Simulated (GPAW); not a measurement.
Worked example: self-consistent single point of WSi₂ (I4/mmm, 3 atoms in the cell) in GPAW.

Method: PBEsol, GPAW PAW datasets PBEsol (made by gpaw-setup) (plane waves; GPAW).

```
WSi2
1.0
   -1.60500     1.60500     3.91500
    1.60500    -1.60500     3.91500
    1.60500     1.60500    -3.91500
Si W
2 1
Direct
  0.66500   0.66500   0.00000
  0.33500   0.33500   0.00000
  0.00000   0.00000   0.00000
```

Reference input (self-consistent single point, DFT PBE, plane waves, GPAW PAW datasets PBE (gpaw-data 1.0.1)): mode = pw; ecut = 550 eV; xc = PBE; kpts = 10 10 10; mesh shift (steps) = 0 0 0; occupations.name = fermi-dirac; occupations.width = 0.1 eV; nbands = -9; convergence.density = 1e-05 e/electron; symmetry.symmorphic = false; symmetry.tolerance = 0.0005; maxiter = 120. This run's input differs from it in these lines:

```diff
@@ -14,3 +14,3 @@
 calc = GPAW(mode={'name': 'pw', 'ecut': 550},
-            xc='PBE',
+            xc='PBEsol',
             kpts={'size': (10, 10, 10), 'gamma': True},
```

Its files differ too (potentials: GPAW PAW datasets PBEsol (made by gpaw-setup)).

Log, with long lists cut:

```
     iter     time        total  log10-change:
                         energy   eigst   dens
iter:   1 --:--:--   -25.251747
iter:   2 --:--:--   -25.274179   -1.36  -1.19
iter:   3 --:--:--   -25.394428   -1.40  -1.21
iter:   4 --:--:--   -25.337851   -3.85  -1.63
iter:   5 --:--:--   -25.223121   -2.35  -1.72
iter:   6 --:--:--   -25.220154   -3.69  -2.19
iter:   7 --:--:--   -25.211509   -3.56  -2.24
iter:   8 --:--:--   -25.210503c  -4.45  -2.63
iter:   9 --:--:--   -25.209652c  -4.18  -2.72
iter:  10 --:--:--   -25.209655c  -5.70  -3.76
iter:  11 --:--:--   -25.209655c  -7.48c -3.86
iter:  12 --:--:--   -25.209657c  -6.72  -3.90
iter:  13 --:--:--   -25.209655c  -7.59c -4.08
iter:  14 --:--:--   -25.209655c  -8.37c -4.08
iter:  15 --:--:--   -25.209654c  -8.48c -4.12
iter:  16 --:--:--   -25.209654c  -8.51c -4.16
iter:  17 --:--:--   -25.209655c  -8.53c -4.20
iter:  18 --:--:--   -25.209655c  -8.43c -4.27
iter:  19 --:--:--   -25.209655c  -8.22c -4.45
iter:  20 --:--:--   -25.209655c  -9.39c -4.64
iter:  21 --:--:--   -25.209656c  -7.89c -4.71
iter:  22 --:--:--   -25.209656c  -9.76c -5.31c
Converged after 22 iterations.

Dipole moment: (-0.000000, -0.000000, 0.000000) |e|*Ang

Energy contributions relative to reference atoms: (reference = -454386.164594)

Kinetic:        +19.596511
Potential:      -15.679156
External:        +0.000000
XC:             -29.021302
Entropy (-ST):   -0.012319
Local:           -0.099549
SIC:             +0.000000
--------------------------
Free energy:    -25.215816
Extrapolated:   -25.209656

Showing only first 2 kpts
 Kpt  Band  Eigenvalues  Occupancy
  0     9      9.79321    2.00000
  0    10     13.23708    0.00417
  0    11     15.41985    0.00000
  0    12     15.53907    0.00000

  1     9     10.58791    2.00000
  1    10     11.84318    1.99915
  1    11     15.07187    0.00000
  1    12     15.92699    0.00000

Fermi level: 12.61988

No gap
No difference between direct/indirect transitions
Energy (eV): -25.209656

Forces in eV/Ang:
  0 Si    0.00000    0.00000    0.07588
  1 Si    0.00000   -0.00000   -0.07588
  2 W     0.00000   -0.00000    0.00000

Stress tensor:
     0.004583    -0.000000    -0.000000
    -0.000000     0.004583     0.000000
    -0.000000     0.000000     0.002930
Stress (GPa, Voigt): [ 0.7342  0.7342  0.4694  0.     -0.     -0.    ]
```

The run converged in 22 iterations. GPAW prints stress with tension positive. Against the reference run the pressure goes from 4.62 to -0.65 GPa and the largest force goes from 0.129 to 0.076 eV/Å.

The starting cell has typed, rounded lattice constants, without a prior relaxation at this level. Spin polarisation is off.

Cost on one core of a shared machine: roughly 80 s.
